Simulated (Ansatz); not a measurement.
Input and output of a relaxation of cell and atoms for LaSi₃Os (I4mm, 5 atoms in the cell) (Ansatz, a quantum-chemistry and plane-wave program).

Method: LDA (PW92), PAW files made with PBE (plane waves; Ansatz).

```
LaSi3Os
1.0
   -2.14294     2.14294     4.98994
    2.14294    -2.14294     4.98994
    2.14294     2.14294    -4.98994
La Si Os
1 3 1
Direct
  0.99856   0.99856   0.00000
  0.41925   0.41925   0.00000
  0.26042   0.76042   0.50000
  0.76042   0.26042   0.50000
  0.65535   0.65535   0.00000
```

Reference input (self-consistent single point, DFT, LDA (PW92), plane waves, PAW files made with PBE): basis.ecutwfc = 420 eV; kpoints.mp_grid.grid = 8 8 8; hamiltonian.xc = lda; hamiltonian.pseudopotentials = {kind: paw} (the program's default PAW files); scf.occupations.method = gaussian; scf.occupations.width = 0.1 eV. This run's input differs from it in these lines:

```diff
@@ -25,2 +25,4 @@
     width: 0.1
+relax:
+  cell: {}
 output:
```

Output (repeated stretches shortened):

```
   [... SCF lines of the steps left out ...]
relax step   1: F+E_penalty+E_count = -19025.20958585 eV  Δ(F+E_penalty+E_count) = +0.000e0 eV  max|allowed force component| = 1.184e-1 eV/Å  Δτ_max = 0.0000 Å  P = -5.011 GPa  Ω = 91.659 Å³  (8 SCF iters, dr2 threshold 1.00e-7 eV, accepted)
relax step   2: F+E_penalty+E_count = -19025.25463435 eV  Δ(F+E_penalty+E_count) = -4.505e-2 eV  max|allowed force component| = 2.169e-1 eV/Å  Δτ_max = 0.0118 Å  P = +2.426 GPa  Ω = 86.805 Å³  energy of the carried Pulay correction = +7.149e-4 eV  [...]
   [... lines left out ...]
relax step   5: F+E_penalty+E_count = -19025.26538775 eV  Δ(F+E_penalty+E_count) = -4.786e-5 eV  max|allowed force component| = 5.098e-3 eV/Å  Δτ_max = 0.0024 Å  P = +0.005 GPa  Ω = 88.153 Å³  energy of the carried Pulay correction = +5.126e-4 eV  [...]
relax step   6: F+E_penalty+E_count = -19025.26488844 eV  Δ(F+E_penalty+E_count) = +4.993e-4 eV  max|allowed force component| = 5.089e-3 eV/Å  Δτ_max = 0.0000 Å  P = +0.004 GPa  Ω = 88.153 Å³  stress off target by 1.19e-2 GPa  SCF on the basis [...]
basis re-selected at this cell: Δ(F+E_penalty+E_count) = +4.993e-4 eV, ΔP = -0.001 GPa vs the last step
the relaxation is at rest under the 8 symmetry operations that the run kept from its start: a minimum is not shown …
Stability not checked: this state was not tested for a lower state beside it, because too few of the mixer's solves of this state at the end of the SCF gave a …
Free energy (F): -19025.264888 eV
Internal energy: -19025.257078 eV  (E = F + TS)
   [... lines left out ...]
Fermi energy:    13.271542 eV
  cell:  # Å, volume = 88.1529 Å³
   [... lines left out ...]
    - { symbol: Si, position: [0.41812915283203544, 0.41812915283203544, -3.575239085140244e-18] }
    - { symbol: Si, position: [0.2613398386622471, 0.7613398386622472, 0.5000000000000001] }
    - { symbol: Si, position: [0.7613398386622472, 0.2613398386622471, 0.5000000000000001] }
    - { symbol: Os, position: [0.654588057741672, 0.654588057741672, -5.147956945355281e-18] }
```

The run converged. 

Summary of the result:
| Quantity | Result |
|---|---|
| Free energy E − TS (on the zero of these files) | -19025.2649 eV |
| Fermi level (on the code's own zero) | 13.27 eV |
| Pressure | 0.00 GPa |
| Largest force (vector length) | 0.005 eV/Å |
| Final cell | a = b = c = 5.7737 Å, α = β = 137.09°, γ = 62.30° |
| Final volume per atom | 17.63 Å³ |
| Relaxation steps | 6 |

The starting cell comes from a database of computed structures (which also holds hypothetical and non-ambient phases and stackings), without a prior relaxation at this level. Spin polarisation is off. The relaxation keeps the symmetry of its start, so its end need not be a minimum. Ansatz's pressure includes its estimate of the finite-basis (Pulay) stress.

Cost on one core of a shared machine: roughly 40 s.

Keys are those of Ansatz 0.2.
